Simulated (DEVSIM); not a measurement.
System: Cr/Al2O3/p-InP capacitor, at 300 K.

```tsv
layer (left to right)	material	thickness (nm)	Na (cm⁻³)
1	Al2O3	11.0	-
2	InP	940	4.4e17
```

Metal gate on the left, work function 4.5 eV. Fixed charge at the semiconductor interface -6.7e10 cm⁻² (in units of +e); no interface traps.

The device is made up for the run: typed textbook-type constants, with dimensions and the other settings drawn at random. Values at 300 K; Nc and Nv go as T^1.5, mobilities as T to minus their exponent, the gap by Varshni's rule with the affinity fixed.

| parameter | Al2O3 | InP |
|---|---|---|
| gap (eV) | 6.8 | 1.344 |
| affinity (eV) | 1.35 | 4.38 |
| permittivity | 9 | 12.5 |
| Nc (cm⁻³) | - | 5.7e17 |
| Nv (cm⁻³) | - | 1.1e19 |
| Varshni α (eV/K) | - | 0.000363 |
| Varshni β (K) | - | 162 |

DEVSIM, 1D Poisson equation in equilibrium, Boltzmann statistics, complete ionisation; no quantum confinement or tunnelling. Metal contacts follow the ideal Schottky-Mott rule: no Fermi-level pinning, no interface dipoles.

The temperature was swept, all else fixed.

```tsv
temperature (K)	flat-band voltage (V)	minimum of the low-frequency capacitance (μF/cm²)
250	-1.16	(withheld)
300	-1.13	0.150
350	-1.09	0.156
400	-1.05	0.162
450	-1.01	0.165
500	-0.97	0.168
```

**Question.** Fill in the missing entries.

**Answer.** 
- 250, minimum of the low-frequency capacitance (μF/cm²): 0.147
